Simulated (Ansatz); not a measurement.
The starting structures come from a database of crystals and need not be the phases stable at ambient conditions.

Input:

```xyz
4
Lattice="4.7059 0.0000 0.0000 0.0000 4.7059 0.0000 0.0000 0.0000 6.6203" Properties=species:S:1:pos:R:3 pbc="T T T"
Mg     2.3529     2.3529     3.3101
Cd     0.0000     0.0000     0.0000
Te     0.0000     2.3529     1.6912
Te     2.3529     0.0000     4.9291
```

Space group of this cell: P-4m2. The cell is strained (all lengths scaled by 1.02); by PBEsol its mean pressure is -2.7 GPa.

Transport runs along the normal of the first two printed cell vectors, the (001) plane of the conventional cell.

The gap is the functional's own, uncorrected, and κ follows it; spin-orbit coupling is left out. Mid-gap values are interpolated between the computed energies.

State the band gap and the smallest decay constant κ at mid-gap according to PBEsol run with Ansatz (a program for electronic structure).

Gap 1.15 eV on a 6×6×6 mesh; κ = 0.094 1/Å, at the zone centre.
